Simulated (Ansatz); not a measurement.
The reference is BaTiO3 in the cubic perovskite structure (space group Pm-3m, No. 221; a = 3.9699 Å). Axes: x, y, z lie along the cube axes.

Level of theory: Ansatz (an electronic-structure program), PBEsol, PAW, cutoff 420 eV, scalar-relativistic without spin-orbit coupling.

Strains are applied to the cell and any free atomic positions relax; under biaxial strain the out-of-plane vector relaxes too.

One change was made to it. Results:

The pressure (mean of the normal stresses, compression positive) goes up by 7.144 GPa to 7.14 GPa; the band gap decreases by 0.06 eV (1.82 eV → 1.76 eV); the energy goes up by 20 meV/atom.

Which change produced these results?
A. biaxial strain −0.50 %, plane normal [111], relaxed out of plane
B. biaxial strain −1.50 %, plane normal [111], relaxed out of plane
C. biaxial strain −2.50 %, plane normal [111], relaxed out of plane
D. biaxial strain −1.00 %, plane normal [111], relaxed out of plane
E. biaxial strain −2.00 %, plane normal [111], relaxed out of plane

C, biaxial strain −2.50 %, plane normal [111], relaxed out of plane. For comparison, the energy relative to the base in the other runs: biaxial strain −2.00 %, plane normal [111], relaxed out of plane gives +13 meV/atom; biaxial strain −1.50 %, plane normal [111], relaxed out of plane gives +7.0 meV/atom; biaxial strain −0.50 %, plane normal [111], relaxed out of plane gives +0.7 meV/atom; biaxial strain −1.00 %, plane normal [111], relaxed out of plane gives +3.1 meV/atom.

Whether these cells are dynamically stable was not tested. The final runs are not spin-polarised. Many cubic perovskites are stable only at high temperature; tilts and polar distortions were not tested. This is not the structure that BaTiO3 has at room temperature and ambient pressure.
